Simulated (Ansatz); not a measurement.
Consider BaF$_{2}$ (space group Pnma, No. 62; a = 6.6430 Å, b = 4.0134 Å, c = 7.8573 Å; a cell from a computed database, its experimental status unchecked).

All numbers come from Ansatz (a quantum-chemistry and plane-wave program) PBEsol, no spin-orbit coupling.

Perturbation: the cell is scaled by 0.9847 in all directions; the atoms relax in the strained cell.

Question: How does this affect the largest internal atomic displacement and energy relative to the base?

Answer: The largest internal atomic displacement comes out as 0.048 Å; the energy goes up by 7.3 meV/atom.

Whether these cells are dynamically stable was not tested.
